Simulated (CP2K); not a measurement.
Worked example: self-consistent single point of Be (P6_3/mmc, 4 atoms in the cell) in CP2K.

Method of the run: PBEsol, GPW, DZVP-MOLOPT-SR-GTH basis, GTH-PBE potentials (GTH_POTENTIALS) (CP2K).

```yaml
crystal:
  lattice:
    - [2.32154, 0.00000, 0.00000]
    - [-1.16077, 2.01052, 0.00000]
    - [0.00000, 0.00000, 7.46958]
  atoms:
    - { symbol: Be, position: [0.00000, 0.00000, 0.00000] }
    - { symbol: Be, position: [0.00000, 0.00000, 0.50000] }
    - { symbol: Be, position: [0.33333, 0.66667, 0.25000] }
    - { symbol: Be, position: [0.66667, 0.33333, 0.75000] }
```

Reference input (self-consistent single point, DFT PBE, GPW, DZVP-MOLOPT-SR-GTH basis, GTH-PBE potentials (GTH_POTENTIALS)): CUTOFF = 600 Ry; REL_CUTOFF = 50 Ry; SMEAR/METHOD = GAUSSIAN; SIGMA = 0.272 eV; KPOINTS/SCHEME = MONKHORST-PACK 16 16 5; GAMMA_CENTERED = T; XC_FUNCTIONAL = PBE; Be/BASIS_SET = DZVP-MOLOPT-SR-GTH-q4; Be/POTENTIAL = GTH-PBE-q4; METHOD = GPW; EPS_DEFAULT = 1e-10; NGRIDS = 5. This run's input differs from it in these lines:

```diff
@@ -44,3 +44,6 @@
     &XC
-      &XC_FUNCTIONAL PBE
+      &XC_FUNCTIONAL
+        &PBE
+          PARAMETRIZATION PBESOL
+        &END PBE
       &END XC_FUNCTIONAL
```

The program printed (abridged):

```
 SCF WAVEFUNCTION OPTIMIZATION

  Step     Update method      Time    Convergence         Total energy    Change
     1 NoMix/Diag. 0.20E+00      -     0.99388388       -59.4404610270 -5.94E+01
     2 Broy./Diag. 0.20E+00      -     0.00241549       -58.3336191257  1.11E+00
     3 Broy./Diag. 0.20E+00      -     0.01039109       -58.3179348283  1.57E-02
     4 Broy./Diag. 0.20E+00      -     0.00047592       -58.3195235108 -1.59E-03
     5 Broy./Diag. 0.20E+00      -     0.00197416       -58.3317986945 -1.23E-02
     6 Broy./Diag. 0.20E+00      -     0.00001993       -58.3324979798 -6.99E-04
     7 Broy./Diag. 0.20E+00      -     0.00002763       -58.3325313115 -3.33E-05
     8 Broy./Diag. 0.20E+00      -     0.00000078       -58.3325194151  1.19E-05
  *** SCF run converged in     8 steps ***

  Overlap energy of the core charge distribution:               0.00000000000000
  Self energy of the core charge distribution:                -55.55097438008678
  Core Hamiltonian energy:                                      1.83232883536105
  Hartree energy:                                               6.40225000061090
  Exchange-correlation energy:                                -11.01584386902473
  Smearing free energy correction:                             -0.00028000212957
  Fermi energy:                                                 0.25760644936322

  Total energy:                                               -58.33251941508640
  Total energy (extrapolated to sigma->0):                    -58.33237941402161

                     Mulliken Population Analysis

   [... lines left out ...]

 STRESS| Analytical stress tensor [bar]
 STRESS|                        x                   y                   z
 STRESS|      x       -1.00169353020E+05  -9.02467304462E+01  -1.64008741087E-10
 STRESS|      y       -9.02467304462E+01  -1.00273449849E+05  -2.04405629084E-09
 STRESS|      z       -1.64008741087E-10  -2.04405629084E-09  -1.46695090263E+05
 STRESS| 1/3 Trace                                            -1.15712631044E+05
```

The run converged in 8 iterations. Against the reference run the pressure goes from -10.45 to -11.57 GPa.

The starting cell was generated: these elements placed on a structure prototype, without a prior relaxation; it need not be a known phase or ordering of this composition. Its lattice was rescaled by a random factor within 2.5 % of one. Values carry the incompleteness of an atom-centred basis. The potentials were made for another functional than the one used. With a pressure of about -12 GPa the cell is away from its equilibrium volume at this level.

Cost on one core of a shared machine: roughly 30 s.
